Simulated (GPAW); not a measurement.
# Convergence study of the k-point mesh at a smearing width of 0.02 eV for Li (Im-3m, 1 atom in the cell)

```yaml
crystal:
  lattice:
    - [-1.75023, 1.75023, 1.75023]
    - [1.75023, -1.75023, 1.75023]
    - [1.75023, 1.75023, -1.75023]
  atoms:
    - { symbol: Li, position: [0.00000, 0.00000, 0.00000] }
```

Level of theory: PBEsol, GPAW PAW datasets PBEsol (made by gpaw-setup) (plane waves; GPAW).

Base settings: mode = pw; ecut = 550 eV; xc = PBEsol; kpts = 13 13 13; mesh shift (steps) = 0 0 0; occupations.name = methfessel-paxton; occupations.width = 0.1 eV; occupations.order = 0; nbands = -7; symmetry.symmorphic = false.

In this ladder: occupations.width = 0.02 eV.

Only quantities that move along the ladder and can be compared are tabulated.

The count of work is k-points × plane waves × bands × iterations; it is no time. 

The starting cell has typed, rounded lattice constants, without a prior relaxation at this level. Its lattice was rescaled by up to half a per cent.

Steps (kpts): 5 5 5; 6 6 6; 7 7 7; 8 8 8; 10 10 10; 12 12 12; 14 14 14; 17 17 17; 26 26 26; 31 31 31.

**Question.** What is the coarsest kpts that holds the free energy within 1 meV/atom of the last step, with all finer ones?

**Answer.** 26 26 26; the step before is off by 1.4 meV/atom.

**Question.** What is the coarsest kpts that holds the pressure within 0.1 GPa of the last step, with all finer ones?

**Answer.** 7 7 7, at 0.020 of the last step's count of work; the step before is off by 0.14 GPa.

```tsv
kpts	free energy less the last step's (meV/atom)	pressure (GPa)	count of work / last
5 5 5	5.90	-0.70	0.012
6 6 6	41.92	-0.55	0.016
7 7 7	-0.25	-0.67	0.020
8 8 8	12.56	-0.63	0.037
10 10 10	8.02	-0.65	0.047
12 12 12	5.30	-0.65	0.075
14 14 14	2.13	-0.67	0.13
17 17 17	1.41	-0.69	0.20
26 26 26	-0.26	-0.69	0.63
31 31 31	0.00	-0.69	1.0
```
